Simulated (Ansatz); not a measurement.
TiO2: stress against strain

TiO2 (anatase, I4_1/amd, 11.017 Å³/atom at rest, c along z) under an equal strain ε in the (001) plane with the normal axis free, as in a coherent film. LDA in Ansatz, a plane-wave DFT program (PAW, default set), 420 eV, 12×12×12 Γ-centred mesh, Fermi-Dirac smearing 0.05 eV; ions are relaxed within the symmetry of each cell. Stress is positive for a compressed cell.

Here s stands for strain and y for stress xx.

| strain (%) | stress xx (GPa) |
|---|---|
| -1.20 | 3.49 |
| -0.60 | 1.77 |
| 0.00 | 0.00 |
| 0.60 | -1.84 |
| 1.20 | -3.72 |
| 3.00 | ? |

Task: Using a straight line, estimate the missing y at s = 3.00 from the other rows, showing the fit.

Result: Means: s 0, y -0.060. About the means, the sum of products is -10.818 and the sum of squares of s is 3.6000; the slope is their ratio. Least squares gives y = -0.060 - 3.0050·s. Residuals (row less fit): -0.056, 0.027, 0.060, 0.023, -0.054; standard error 0.060 (degrees of freedom: 3). The slope gives the biaxial elastic modulus of this plane = 300 ± 3 GPa. At the withheld row, y = -0.060 - 3.0050 × 3.0 = -9.075 GPa. The calculation gives -9.50 GPa, 0.425 GPa below the prediction (3.3 % of the range of y in the table). The row lies outside the fitted rows, so this is an extrapolation. From the scatter of the fitted rows alone, a prediction at this place has a standard error of 0.116 GPa, so the miss is 3.7 times that.

One order more, fitted to all 11 runs of the series, follows each within 0.03, so the miss is the next term of a smooth law. The primitive cell can neither tilt nor turn polar against its symmetry, as such crystals can under strain. TiO2 is here one of several forms; rutile is the usual stable one. Rows are the converged runs of the series near zero and its far end; series whose fitted rows scatter by over a few per cent of the range, as at a crossing or softening among them, aren't shown in this form. Most that stay on the fit to the last digits aren't either.
